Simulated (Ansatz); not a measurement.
Where the default PAW files enter, the runs use the earlier of Ansatz's two default sets.

Inside the gap of an insulator the Bloch states are evanescent, with a wavenumber k + iκ along the transport direction.

Here is the system:

```
CELL_PARAMETERS angstrom
      3.07718     0.00000     0.00000
      0.00000    20.12563     0.00000
      1.53859     0.00000     2.66492
ATOMIC_POSITIONS crystal
  Si 0.33333 0.12480 0.33333
  Si 0.66667 0.62480 0.66667
  Si 0.33333 0.37501 0.33333
  Si 0.66667 0.87501 0.66667
  Si 0.00000 0.99991 0.00000
  Si 0.00000 0.49991 0.00000
  Si 0.66667 0.24990 0.66667
  Si 0.33333 0.74990 0.33333
  C  0.33333 0.65587 0.33333
  C  0.66667 0.15587 0.66667
  C  0.66667 0.78128 0.66667
  C  0.33333 0.28128 0.33333
  C  0.00000 0.40615 0.00000
  C  0.00000 0.90615 0.00000
  C  0.33333 0.03107 0.33333
  C  0.66667 0.53107 0.66667
```

Space group of this cell: P6_3mc. The cell is taken as given.

Transport runs along the normal of the first two printed cell vectors, the (100) plane of the conventional cell.

The gap is the functional's own. No spin-orbit coupling. Mid-gap values are interpolated on the energy grid.

Q: Give the band gap and the smallest decay constant κ at mid-gap that r2SCAN run with Ansatz (a quantum-chemistry and plane-wave program) yields.

A: Gap 2.13 eV on a 12×2×12 mesh; κ = 0.231 1/Å, at (0.500, 0.000) of the in-plane reciprocal vectors. At the zone centre, at the nearest computed energy, the slowest state has κ = 0.25 1/Å.
